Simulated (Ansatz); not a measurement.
Given:

Host crystal: wurtzite ZnO, with a band gap (PBE, scalar-relativistic without spin-orbit coupling).

End structure of N on a O site (surface) in a 2x2 cell of the 1x1 (10-10) surface of wurtzite ZnO (cut with top plane O + Zn):

```
CELL_PARAMETERS angstrom
      6.55898     0.00000     0.00000
      0.00000    10.58758     0.00000
      0.00000     0.00000    28.50000
ATOMIC_POSITIONS crystal
  O  0.25000 0.18872 0.33452
  O  0.25000 0.68872 0.33452
  O  0.75000 0.18872 0.33452
  O  0.75000 0.68872 0.33452
  Zn 0.25000 0.51563 0.34633
  Zn 0.25000 0.01563 0.34633
  Zn 0.75000 0.51563 0.34633
  Zn 0.75000 0.01563 0.34633
  O  0.00001 0.43615 0.36775
  O  0.00001 0.93613 0.36762
  O  0.50000 0.43615 0.36775
  O  0.50000 0.93613 0.36762
  Zn 0.00000 0.24739 0.36289
  Zn 0.00000 0.74739 0.36289
  Zn 0.50000 0.24739 0.36289
  Zn 0.50000 0.74739 0.36289
  O  0.00000 0.18603 0.43287
  O  0.00011 0.68575 0.43275
  O  0.50000 0.18603 0.43287
  O  0.49989 0.68575 0.43275
  Zn 0.00005 0.49796 0.43650
  Zn 0.00008 0.99819 0.43632
  Zn 0.49995 0.49796 0.43650
  Zn 0.49992 0.99819 0.43632
  O  0.25000 0.43511 0.46787
  O  0.25000 0.93510 0.46750
  O  0.75000 0.43507 0.46781
  O  0.75000 0.93518 0.46744
  Zn 0.25000 0.24522 0.46523
  Zn 0.25000 0.74522 0.46504
  Zn 0.75000 0.24518 0.46526
  Zn 0.75000 0.74534 0.46489
  O  0.25000 0.18529 0.53255
  O  0.25000 0.68464 0.53231
  O  0.75000 0.18555 0.53260
  O  0.75000 0.68453 0.53205
  Zn 0.25000 0.49490 0.53530
  Zn 0.25000 0.99535 0.53489
  Zn 0.75000 0.49502 0.53516
  Zn 0.75000 0.99574 0.53478
  O  0.99962 0.43592 0.56782
  O  0.99973 0.93550 0.56693
  O  0.50038 0.43592 0.56782
  O  0.50027 0.93550 0.56693
  Zn 0.00041 0.24763 0.56412
  Zn 0.99952 0.74777 0.56323
  Zn 0.49959 0.24763 0.56412
  Zn 0.50048 0.74777 0.56323
  O  0.99882 0.18308 0.63216
  O  0.99759 0.68687 0.63179
  O  0.50118 0.18308 0.63216
  O  0.50241 0.68687 0.63179
  Zn 0.99742 0.49787 0.63815
  Zn 0.99928 0.99524 0.63701
  Zn 0.50258 0.49787 0.63815
  Zn 0.50072 0.99524 0.63701
  N  0.25000 0.43524 0.66230
  O  0.25000 0.93691 0.66539
  O  0.75000 0.43741 0.66637
  O  0.75000 0.93905 0.66652
  Zn 0.25000 0.25757 0.65590
  Zn 0.25000 0.76387 0.65276
  Zn 0.75000 0.26471 0.65342
  Zn 0.75000 0.76685 0.65362
```

Model: 64-atom slab, 9.4 Å thick at the start (thin: gaps and levels are the slab's own), 3x2x1 mesh, Fermi-Dirac 0.01 eV, dipole correction, 12 atoms held, the rest relaxed; start symmetry kept, larger cells not searched; spin-polarised, ending with about 1.0 μB a cell; orders that need a larger cell were not tried, no spin-orbit, no U.

**Question.** Give the change of the step from the bottom to the top vacuum level, against the clean slab at the level PBE in Ansatz (an electronic-structure program).

**Answer.** -0.11 eV

**Question.** Predict the formation energy against ½ N2(g), ½ O2(g) from PBE.

**Answer.** 4.42 eV
